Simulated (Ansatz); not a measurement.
The reference is Ga$_{2}$O$_{3}$ in the corundum structure (space group R-3c, No. 167).

```xyz
10
Lattice="2.5002 1.4435 4.4829 -2.5002 1.4435 4.4829 0.0000 -2.8869 4.4829" Properties=species:S:1:pos:R:3 pbc="T T T"
Ga     0.0000     0.0000     8.6650
Ga     0.0000     0.0000     1.9407
Ga     0.0000     0.0000     4.7837
Ga     0.0000     0.0000    11.5081
O      0.7570     1.5758     5.6037
O     -1.7432    -0.1323     5.6037
O     -0.7570    -1.5758     7.8451
O     -0.9861     1.4435     7.8451
O      1.7432     0.1323     7.8451
O      0.9861    -1.4435     5.6037
```

Cartesian axes are those of the cell as printed.

All numbers come from PBEsol (Ansatz, a quantum-chemistry and plane-wave program; PAW; 420 eV plane waves; no spin-orbit coupling).

Perturbation: tensor shear ε_xz = +1.60 % (engineering shear γ = 0.0320); the atoms relax in the strained cell.

Question: Predict the stress tensor and what it implies for the stiffness.

Answer: Stress of the strained cell less that of the base (GPa, compression positive):
```
   0.23   -0.53   -2.61
  -0.53    0.15   -0.02
  -2.61   -0.02    0.24
```

Then −Δσ/γ with γ = 2ε = 0.0320 gives secant stiffness values (nonlinear terms included at this strain): C55 ≈ 82 GPa.

Whether these cells are dynamically stable was not tested.
